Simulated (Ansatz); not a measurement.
**What uniaxial strain ε_zz = −1.50 % does to ZnCu2SnS4**

The reference is ZnCu2SnS4 (space group I-4, No. 82; a = 5.317 Å, c = 10.643 Å). Axes: x, y, z lie along a, b, c of the conventional cell.

One thing is altered: the cell is compressed by 1.50 % along z with no lateral relaxation; the atoms relax in the strained cell.

Calculations: plane-wave PAW DFT at the LDA level (Ansatz, a quantum-chemistry and plane-wave program, 420 eV), scalar-relativistic without spin-orbit coupling. k-mesh 9×9×9 (Γ-centred); smearing 0.05 eV (Fermi–Dirac).

The volume per atom drops by 0.28 Å³ (18.81 Å³ → 18.53 Å³) and the space group is still I-4 (No. 82). The shortest interatomic distance drops by 0.0115 Å, from 2.245 Å to 2.234 Å and the energy grows by 1.5 meV/atom. The pressure (mean of the normal stresses, compression positive) goes from zero to 1.37 GPa and the band gap goes up by 0.02 eV to 0.16 eV. The gap character stays direct at Γ and the width of the top valence band grows by 0.08 eV, from 1.07 eV to 1.15 eV. The valence-band top at Γ (three highest levels, from the VBM) goes from 0.00, -0.04, -0.04 eV to 0.00, -0.08, -0.08 eV and the stress (xx, yy, zz, yz, xz, xy; compression positive) amounts to (1.18, 1.18, 1.76, 0.00, 0.00, 0.00) GPa.

Final structure:

```yaml
crystal:
  lattice:
    - [-2.65874, 2.65874, 5.24172]
    - [2.65874, -2.65874, 5.24172]
    - [2.65874, 2.65874, -5.24172]
  atoms:
    - { symbol: Cu, position: [0.00000, 0.00000, 0.00000] }
    - { symbol: Cu, position: [0.75000, 0.25000, 0.50000] }
    - { symbol: Zn, position: [0.25000, 0.75000, 0.50000] }
    - { symbol: Sn, position: [0.50000, 0.50000, 0.00000] }
    - { symbol: S, position: [0.36981, 0.90031, 0.00903] }
    - { symbol: S, position: [0.09969, 0.10871, 0.46949] }
    - { symbol: S, position: [0.89129, 0.36078, 0.99097] }
    - { symbol: S, position: [0.63922, 0.63019, 0.53051] }
```

Whether these cells are dynamically stable was not tested. All final runs are without spin polarisation. A zero or small gap of ZnCu2SnS4 can be the functional's error rather than a property of the material.
